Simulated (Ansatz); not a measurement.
## rock-salt MgO: the defect Cl on the O site

Calculation: PBE, PAW (plane waves to 420 eV; Ansatz, a quantum-chemistry and plane-wave program). The supercell holds 64 host sites (2×2×2 repeats of the unit cell), with a 2×2×2 shifted k-point sampling for the final energies. Site at the start: the O site. Energies of charged states are corrected for periodic images (point charge plus alignment at distant sites). Dielectric constants: PBE linear response of the host. Host gap at this level: 4.46 eV. A cell of this size leaves errors of a few tenths of an eV. Levels are measured in PBE's own, too narrow, gap. Spin–orbit coupling is left out. Each state is the lowest found from its start.

```tsv
charge	moment (μB)	point group	largest move off a lattice site (Å)	image correction with alignment (eV)
+1	not spin-polarised	Oh	0.20	0.39
0*	fractional	–	0.20	–
−1*	not spin-polarised	Oh	0.20	–
```

* At this level the carrier isn't localised at the defect: at charge 0 electrons occupy the conduction band; at charge −1 electrons occupy the conduction band. Such a state is shallow or no state of the defect, and this cell gives it no level.

Point groups are those of the whole cell at tolerances of 0.03 and 0.1 Å ("near" where only the looser one holds); none is given for unsettled states.

Flagged in the runs: a doubtful potential alignment.

All states together cost about 24 core-minutes (a rough figure).
